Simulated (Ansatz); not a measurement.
The starting structures come from a database of crystals and need not be the phases stable at ambient conditions.

Tunnelling through a barrier is set by its complex band structure: the current falls as exp(−2κd) with the smallest κ.

Consider the following.

```
BiBrSe
1.0
    4.10548     0.00000     0.00000
    0.00000    10.41620     0.00000
    0.00000     0.00000     8.20495
Bi Se Br
4 4 4
Cartesian
  3.07911   9.02614   7.08995
  1.02637   1.39006   1.11499
  1.02637   3.81804   5.21747
  3.07911   6.59816   2.98748
  1.02637   4.67180   2.59610
  3.07911   5.74440   5.60885
  3.07911   9.87990   1.50637
  1.02637   0.53630   6.69857
  1.02637   7.12941   0.16187
  3.07911   3.28680   8.04307
  3.07911   1.92131   3.94060
  1.02637   8.49490   4.26435
```

Space group of this cell: Pnma. The cell was relaxed by PBE-D3(BJ); by r2SCAN its mean pressure is 0.9 GPa.

Transport runs along the normal of the first two printed cell vectors.

The gap is the functional's own, uncorrected, and κ follows it; spin-orbit coupling is left out. Mid-gap values are interpolated between the computed energies.

**Question.** Predict the band gap and the smallest decay constant κ at mid-gap from r2SCAN (Ansatz, a first-principles code).

**Answer.** Gap 1.85 eV on a 8×4×4 mesh; κ = 0.225 1/Å, at (0.250, 0.000) of the in-plane reciprocal vectors. At the zone centre, at the nearest computed energy, the slowest state has κ = 0.30 1/Å.
